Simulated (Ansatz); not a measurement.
## Nb in the bcc (W type) structure (space group Im-3m, No. 229)

```yaml
crystal:
  lattice:
    - [-1.65478, 1.65478, 1.65478]
    - [1.65478, -1.65478, 1.65478]
    - [1.65478, 1.65478, -1.65478]
  atoms:
    - { symbol: Nb, position: [0.00000, 0.00000, 0.00000] }
```

Level of theory: Ansatz (a quantum-chemistry and plane-wave program) PBE, no spin-orbit coupling, earlier PAW set. Γ-centred 20×20×20 mesh, Fermi–Dirac width 0.05 eV.

- Volume per atom: 18.13 Å³
- Density: 8.51 g/cm³
- Band gap: zero
- Total energy: -4552.315 eV/atom (σ→0; compares only within this code and set-up)

Whether these cells are dynamically stable was not tested. All final runs are without spin polarisation.
